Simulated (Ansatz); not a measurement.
# β-phase GaSe (model structure): lattice parameter a by level of theory

No measured value is used here.

```json
[
 {"level (code)": "LDA (Ansatz)", "value (Å)": "(withheld)"},
 {"level (code)": "PBE (Ansatz)", "value (Å)": "3.815"},
 {"level (code)": "PBEsol (Ansatz)", "value (Å)": "(withheld)"},
 {"level (code)": "PBE-D3(BJ) (Ansatz)", "value (Å)": "3.769"},
 {"level (code)": "PBE-D4 (Ansatz)", "value (Å)": "3.759"},
 {"level (code)": "rVV10 (Ansatz)", "value (Å)": "3.843"}
]
```

Task: Fill in the missing entries.

Result: 
- LDA (Ansatz, an electronic-structure program), value (Å): 3.711
- PBEsol (Ansatz), value (Å): 3.746

Ansatz's density-functional and Hartree–Fock values are scalar-relativistic unless marked +SOC, with PAW data made under PBE.

A model structure was made by putting elements into a prototype or built by hand; it is no filed structure, need not be a known phase, and can be a saddle point held by its symmetry.
